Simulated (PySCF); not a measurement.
PySCF 2.14.0, BP86/def2-svp, df: Ca(Cl)(SH)(NH3)2 ([NH3]->[Ca](<-[NH3])([SH])[Cl]), 12 atoms. The geometry is a generated start, not checked to be a minimum at this level.

```yaml
task: energy
method: bp86
basis: def2-svp
two_electron_scheme: density fitting
mol.max_memory: 3000 MB
mf.max_cycle: 100
mf.init_guess: minao (default)
mf.conv_tol: 1e-09 (default)
mf.grids.level: 3 (default)
basis_functions: 123
grid_points: 154648
```

```xyz
12

Ca    -0.6396     0.0588     0.6867
Cl    -1.3198     1.7490    -1.0102
S     -0.1949    -1.4142     2.7343
H     -0.3140    -0.4675     3.6640
N      1.5854     1.3092     0.2481
H      2.0910     1.8161     0.9725
H      1.0544     1.9827    -0.3050
H      2.2718     0.8804    -0.3689
N     -1.0581    -1.4289    -1.3975
H     -1.9464    -1.9214    -1.4351
H     -0.3631    -2.0028    -1.8682
H     -1.1667    -0.5615    -1.9207
```

With the defaults (mf.DIIS = CDIIS, mf.diis = true, mf.level_shift = 0, newton = off, mf.diis_space = 8, mf.diis_damp = 0, mf.damp = 0, mf.diis_start_cycle = 1) it converges in 12 Fock builds. One run each on 2 threads, 1 BLAS thread, with these changes:
- mf.diis = false, mf.damp = 0.7, mf.diis_start_cycle = 999
- mf.level_shift = 0.1 Hartree
- mf.diis_space = 12
- mf.diis = false
- mf.diis_damp = 0.3
- mf.level_shift = 0.3 Hartree
- newton = Hessian by the SCF's own integrals
- mf.DIIS = EDIIS
- mf.level_shift = 1 Hartree

Name the settings that don't reach the solution of the defaults.

No convergence: mf.DIIS = EDIIS; mf.diis = false (the run ends without SCF convergence in 100 cycles). The rest reach the solution of the defaults.

```json
[
 {"setting": "the defaults", "Fock builds": "12", "end": "same solution"},
 {"setting": "mf.diis_space = 12", "Fock builds": "12", "end": "same solution"},
 {"setting": "mf.diis_damp = 0.3", "Fock builds": "12", "end": "same solution"},
 {"setting": "mf.level_shift = 0.1 Hartree", "Fock builds": "13", "end": "same solution"},
 {"setting": "mf.level_shift = 0.3 Hartree", "Fock builds": "24", "end": "same solution"},
 {"setting": "mf.diis = false, mf.damp = 0.7, mf.diis_start_cycle = 999", "Fock builds": "25", "end": "same solution"},
 {"setting": "newton = Hessian by the SCF's own integrals", "Fock builds": "28", "end": "same solution"},
 {"setting": "mf.level_shift = 1 Hartree", "Fock builds": "61", "end": "same solution"},
 {"setting": "mf.DIIS = EDIIS", "Fock builds": "101", "end": "no convergence"},
 {"setting": "mf.diis = false", "Fock builds": "101", "end": "no convergence"}
]
```

Under newton the count holds the products with the orbital Hessian.
